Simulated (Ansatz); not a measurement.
# Hypothetical zinc blende CsBr: pressure series

The parent structure is CsBr in the zinc blende structure (space group F-43m, No. 216; a = 8.1648 Å; a hypothetical phase, not in the database extracts checked).

Cell and atoms are relaxed at each pressure.

Method: r2SCAN in Ansatz (plane waves to 500 eV, PAW, scalar-relativistic without spin-orbit coupling).

```csv
change,band gap,smallest direct gap,volume per atom,electron mass
base,4.56 eV,4.75 eV,68.04 Å³,0.51 mₑ (at Γ)
pressure −1 GPa,4.33 eV,?,86.70 Å³,0.56 mₑ (at Γ)
pressure 1.8 GPa,4.67 eV,5.02 eV,57.86 Å³,?
pressure 4.2 GPa,4.71 eV,5.24 eV,51.25 Å³,?
pressure 9 GPa,4.68 eV,5.54 eV,44.23 Å³,0.44 mₑ (at Γ)
pressure 18 GPa,4.52 eV,5.61 eV,37.51 Å³,0.41 mₑ (at Γ)
pressure 30 GPa,4.26 eV,5.21 eV,32.62 Å³,0.39 mₑ (at Γ)
pressure 45 GPa,3.93 eV,4.78 eV,28.87 Å³,0.38 mₑ (at Γ)
pressure 60 GPa,3.62 eV,4.43 eV,26.32 Å³,0.37 mₑ (at Γ)
```

Fill in the withheld entries from the trend.


- pressure −1 GPa, smallest direct gap: 4.40 eV
- pressure 1.8 GPa, electron mass: 0.48 mₑ (at Γ)
- pressure 4.2 GPa, electron mass: 0.46 mₑ (at Γ)

Load acts through the strain it causes; cell and atoms are relaxed under it. Effective masses come from finite differences of ±0.01 Å⁻¹. No phonon test of stability was made. No other phases were tried under pressure.

Ansatz is an electronic-structure program.
